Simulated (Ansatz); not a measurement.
The starting structures come from a database of crystals and need not be the phases stable at ambient conditions.

 Where the default PAW files enter, the runs use the earlier of Ansatz's two default sets.

Inside the gap of an insulator the Bloch states are evanescent, with a wavenumber k + iκ along the transport direction.

Here is the system:

```yaml
crystal:
  lattice:
    - [4.60172, 0.00000, 0.00000]
    - [0.00000, 9.85889, 0.00000]
    - [0.00000, 4.92944, 2.84602]
  atoms:
    - { symbol: K, position: [0.28308, 0.66667, 0.00000] }
    - { symbol: K, position: [0.71692, 0.33333, 0.00000] }
    - { symbol: Pd, position: [0.00000, 0.00000, 0.00000] }
    - { symbol: F, position: [0.22729, 0.16358, 0.00000] }
    - { symbol: F, position: [0.77271, 0.83642, 0.00000] }
    - { symbol: F, position: [0.22729, 0.16358, 0.50926] }
    - { symbol: F, position: [0.77271, 0.83642, 0.49074] }
    - { symbol: F, position: [0.22729, 0.67284, 0.49074] }
    - { symbol: F, position: [0.77271, 0.32716, 0.50926] }
```

Space group of this cell: P-3m1. The cell is taken as given.

Transport runs along the normal of the first two printed cell vectors, the (110) plane of the conventional cell.

The gap is the functional's own. No spin-orbit coupling. Mid-gap values are interpolated on the energy grid.

**Question.** Estimate the band gap and the smallest decay constant κ at mid-gap that Ansatz (a first-principles code) with r2SCAN returns for this system.

**Answer.** Gap 2.58 eV on a 8×10×10 mesh; κ = 0.538 1/Å, at (0.250, 0.500) of the in-plane reciprocal vectors. At the zone centre, at the nearest computed energy, the slowest state has κ = 0.57 1/Å.
